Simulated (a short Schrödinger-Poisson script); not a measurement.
Structure: MOS inversion layer, SiO2 on p-type Si(111), at 300 K.

```tsv
layer	material	thickness (nm)	Na (cm⁻³)
1	SiO2	1.7	-
2	Si	1100	1.4e17
```

The device is made up for the run: typed textbook-type constants, with dimensions and the other settings drawn at random. SiO2: permittivity 3.9, conduction-band edge (eV) 3.15, gap (eV) 9, electron mass (mₑ) 0.5. Si: permittivity 11.7, conduction-band edge (eV) 0, gap (eV) 1.124, Nv at 300 K (cm⁻³) 3.1e19.

Channel valleys (confinement mass, in-plane density-of-states mass, number): Δ6 0.258, 0.358, 6. At the gate the conduction-band edge of layer 1 lies 3.54 eV − eVg above the Fermi level of the channel; the field vanishes at the back. Gaps are held at their typed values at every temperature. Mesh 0.03 nm at interfaces.

Solved with a short Schrödinger-Poisson script written for these runs: 1D Poisson equation in equilibrium, electrons quantum, Hartree (BenDaniel-Duke, 12 states a valley, the channel's in-plane mass for all, wave functions free to enter the dielectric), parabolic valleys, classical holes, full ionisation, no traps, pinning or gate leakage.

The same stack at other levels of the model or other numerical settings:

```
run                                          sheet density of all electrons at Vg = 1.2 V (cm⁻²)  sheet density of all electrons at Vg = 0.6 V (cm⁻²)  capacitance at Vg = 1.2 V (μF/cm²)  centroid of the channel electrons at Vg = 1.2 V (nm)  rough cost against the base
-------------------------------------------  ---------------------------------------------------  ---------------------------------------------------  ----------------------------------  ----------------------------------------------------  ---------------------------
base                                                                                     6.46e12                                              9.76e11                                1.59                                                  1.94                      about 1
electrons treated as classical, Boltzmann                                                8.19e12                                              1.50e12                                1.89                                                  0.60                         0.04
electrons treated as classical, Fermi-Dirac                                              7.86e12                                              1.47e12                                1.79                                                  0.78                          0.2
mesh six times as coarse                                                                 6.42e12                                              9.68e11                                1.59                                                  1.96                          0.3
one subband a valley                                                                     6.45e12                                              9.63e11                                1.59                                                  1.87                          0.6
```

The classical rows ignore confinement, and Boltzmann statistics overrate the density once the band edge passes the Fermi level.
